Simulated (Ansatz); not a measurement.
The starting structures come from a database of crystals and need not be the phases stable at ambient conditions.

By PBEsol, the system below comes out a metal.

A figure of merit of an interconnect metal is its ballistic conductance per area.

Consider the following.

```yaml
crystal:
  lattice:
    - [5.00144, 0.00000, 0.00000]
    - [0.00000, 5.00144, 0.00000]
    - [0.00000, 0.00000, 5.00144]
  atoms:
    - { symbol: Ir, position: [0.50000, 0.50000, 0.00000] }
    - { symbol: Ir, position: [0.00000, 0.50000, 0.50000] }
    - { symbol: Ir, position: [0.00000, 0.00000, 0.00000] }
    - { symbol: Ir, position: [0.50000, 0.00000, 0.50000] }
    - { symbol: O, position: [0.84987, 0.15013, 0.34987] }
    - { symbol: O, position: [0.15013, 0.84987, 0.65013] }
    - { symbol: O, position: [0.65013, 0.84987, 0.84987] }
    - { symbol: O, position: [0.34987, 0.15013, 0.15013] }
    - { symbol: O, position: [0.34987, 0.34987, 0.65013] }
    - { symbol: O, position: [0.65013, 0.65013, 0.34987] }
    - { symbol: O, position: [0.15013, 0.65013, 0.15013] }
    - { symbol: O, position: [0.84987, 0.34987, 0.84987] }
```

Space group of this cell: Pa-3. The cell is strained (all lengths scaled by 1.02); by PBEsol its mean pressure is -23.1 GPa.

The current flows along the normal of the first two printed cell vectors, the (001) plane of the conventional cell. No spin-orbit coupling; the value is a mean over 0.1 eV about the Fermi level.

Q: Predict the ballistic conductance per area from Ansatz (a first-principles code) with PBEsol.

A: 0.89 × 10¹⁵ S/m² for both spins.
